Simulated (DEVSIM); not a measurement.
Structure: abrupt Si n-p junction, at 300 K.

```
layer (left to right)  material  thickness (μm)  Nd (cm⁻³)  Na (cm⁻³)   τn (s)   τp (s)
---------------------  --------  --------------  ---------  ---------  -------  -------
1                            Si            6.20     1.9e15          -  0.00012  0.00012
2                            Si            1.60          -     5.7e15  0.00012  0.00012
```

Left contact: ohmic. Right contact: ohmic. Voltage is applied to the left contact. Recombination: SRH at mid-gap, Auger. Mobility is μmin + (μ − μmin)/(1 + (N/Nref)^α).

This is a model device: material constants are rounded textbook-type values typed into the input, and sizes, dopings and lifetimes were drawn at random. Values at 300 K; Nc and Nv go as T^1.5, mobilities as T to minus their exponent, the gap by Varshni's rule with the affinity fixed.

| parameter | Si |
|---|---|
| gap (eV) | 1.124 |
| affinity (eV) | 4.05 |
| permittivity | 11.7 |
| Nc (cm⁻³) | 2.86e19 |
| Nv (cm⁻³) | 3.1e19 |
| μn (cm²/Vs) | 1417 |
| μp (cm²/Vs) | 470 |
| μn,min | 52 |
| μp,min | 45 |
| Nref,n | 9.7e16 |
| Nref,p | 2.2e17 |
| αn | 0.68 |
| αp | 0.72 |
| T exponent of μn | 2.3 |
| T exponent of μp | 2.2 |
| Cn (cm⁶/s) | 2.8e-31 |
| Cp (cm⁶/s) | 9.9e-32 |
| Varshni α (eV/K) | 0.000473 |
| Varshni β (K) | 636 |

Model (solved in DEVSIM): 1D drift-diffusion, Boltzmann statistics, complete ionisation; no tunnelling, impact ionisation, image-force lowering or self-heating.

The temperature was swept, all else fixed.

```json
[
 {"temperature (K)": "250", "largest field in the device at zero bias (V/cm)": "18000", "potential step across the device at zero bias (V)": "0.755", "dark forward voltage at 1 A/cm² (V)": "0.657", "dark forward voltage at 100 A/cm² (V)": "0.807"},
 {"temperature (K)": "300", "largest field in the device at zero bias (V/cm)": "?", "potential step across the device at zero bias (V)": "0.653", "dark forward voltage at 1 A/cm² (V)": "?", "dark forward voltage at 100 A/cm² (V)": "?"},
 {"temperature (K)": "350", "largest field in the device at zero bias (V/cm)": "15000", "potential step across the device at zero bias (V)": "0.547", "dark forward voltage at 1 A/cm² (V)": "0.423", "dark forward voltage at 100 A/cm² (V)": "0.658"},
 {"temperature (K)": "400", "largest field in the device at zero bias (V/cm)": "13000", "potential step across the device at zero bias (V)": "0.439", "dark forward voltage at 1 A/cm² (V)": "0.302", "dark forward voltage at 100 A/cm² (V)": "0.585"},
 {"temperature (K)": "450", "largest field in the device at zero bias (V/cm)": "11000", "potential step across the device at zero bias (V)": "0.328", "dark forward voltage at 1 A/cm² (V)": "0.181", "dark forward voltage at 100 A/cm² (V)": "0.513"},
 {"temperature (K)": "500", "largest field in the device at zero bias (V/cm)": "8400", "potential step across the device at zero bias (V)": "0.215", "dark forward voltage at 1 A/cm² (V)": "0.070", "dark forward voltage at 100 A/cm² (V)": "0.442"}
]
```

Problem. Complete the blanks.

Solution. 
- 300, largest field in the device at zero bias (V/cm): 16000
- 300, dark forward voltage at 1 A/cm² (V): 0.541
- 300, dark forward voltage at 100 A/cm² (V): 0.733
